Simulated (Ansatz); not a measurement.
Band structure of Y2GaNi2 (Immm, 5 atoms in the cell).

```yaml
crystal:
  lattice:
    - [-2.08559, 2.66544, 4.12435]
    - [2.08559, -2.66544, 4.12435]
    - [2.08559, 2.66544, -4.12435]
  atoms:
    - { symbol: Y, position: [0.70213, 0.20213, 0.50000] }
    - { symbol: Y, position: [0.29787, 0.79787, 0.50000] }
    - { symbol: Ga, position: [0.00000, 0.00000, 0.00000] }
    - { symbol: Ni, position: [0.26759, 0.50000, 0.76759] }
    - { symbol: Ni, position: [0.73241, 0.50000, 0.23241] }
```

Computed with PBEsol, PAW files made with PBE (plane waves; Ansatz, a program for electronic structure).

Settings: kpoints.mp_grid.grid = 6 6 6; hamiltonian.xc = pbesol; hamiltonian.pseudopotentials = {kind: paw} (the program's default PAW files); scf.occupations.method = fermi_dirac; scf.occupations.width = 0.0073 Ry; kpoints.band_path.npoints = 8.

The starting cell comes from a database of computed structures (which also holds hypothetical and non-ambient phases and stackings), without a prior relaxation at this level. Spin polarisation is off.

Levels in eV from the Fermi level, bands 32 to 39:
| point | 32 | 33 | 34 | 35 | 36 | 37 | 38 | 39 |
|---|---|---|---|---|---|---|---|---|
| Γ | -1.09 | -1.07 | -0.78 | -0.64 | 0.15 | 0.22 | 0.27 | 0.52 |
| X | -1.20 | -1.18 | -1.15 | -1.08 | -0.31 | 0.27 | 0.81 | 1.45 |
| L | -1.55 | -1.52 | -1.10 | -0.80 | -0.44 | 0.43 | 1.17 | 1.28 |
| T | -1.72 | -1.68 | -1.22 | -1.04 | -0.18 | 0.10 | 1.04 | 1.14 |
| W | -1.70 | -1.63 | -1.57 | -1.08 | 0.31 | 0.49 | 0.70 | 1.30 |
| R | -1.46 | -1.21 | -0.74 | -0.44 | -0.25 | 0.26 | 0.54 | 0.67 |
| X1 | -1.20 | -1.18 | -1.15 | -1.08 | -0.31 | 0.27 | 0.81 | 1.45 |
| Z | -1.87 | -1.17 | -1.09 | 0.55 | 0.73 | 1.17 | 1.36 | 1.83 |
| Y | -1.70 | -1.56 | -1.29 | 0.33 | 0.89 | 0.95 | 1.63 | 2.10 |
| S | -1.82 | -1.81 | -0.87 | -0.28 | 0.37 | 1.05 | 1.58 | 1.70 |

Bands cross the Fermi level along this path, so the cell is metallic at this level.

Keys are those of Ansatz 0.2.
